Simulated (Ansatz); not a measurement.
We consider Ge2Sb2Te5 (P-3m1, No. 164, 9 atoms in the cell; start mp-1224375), described by r²SCAN+SOC (PAW; Ansatz, a first-principles code).

Run with plane-wave cutoff 560 eV, 6×6×2 k mesh (along the axes of the cell as run), Fermi–Dirac smearing 0.01 eV, PAW data made under PBE.

Cell (relaxed with PBE-D3(BJ)):

```yaml
crystal:
  lattice:
    - [4.23288, 0.00000, 0.00000]
    - [-2.11644, 3.66579, 0.00000]
    - [0.00000, 0.00000, 16.83203]
  atoms:
    - { symbol: Ge, position: [0.33333, 0.66667, 0.89906] }
    - { symbol: Ge, position: [0.66667, 0.33333, 0.10094] }
    - { symbol: Sb, position: [0.00000, 0.00000, 0.68137] }
    - { symbol: Sb, position: [0.00000, 0.00000, 0.31863] }
    - { symbol: Te, position: [0.00000, 0.00000, 0.00000] }
    - { symbol: Te, position: [0.66667, 0.33333, 0.80044] }
    - { symbol: Te, position: [0.33333, 0.66667, 0.19956] }
    - { symbol: Te, position: [0.33333, 0.66667, 0.57871] }
    - { symbol: Te, position: [0.66667, 0.33333, 0.42129] }
```

Question: Estimate the band gap and direct gap at Γ that the calculation returns.

Answer: 
* **band gap**: 0.17 eV (on the SCF k mesh)
* **direct gap at Γ**: 0.25 eV

Note: cell and atoms aren't relaxed at this level (largest force component 0.26 eV/Å, pressure 1.7 GPa).

Computed values are for the static lattice.

A start named mp-… is a Materials Project structure, which need not be a measured phase.
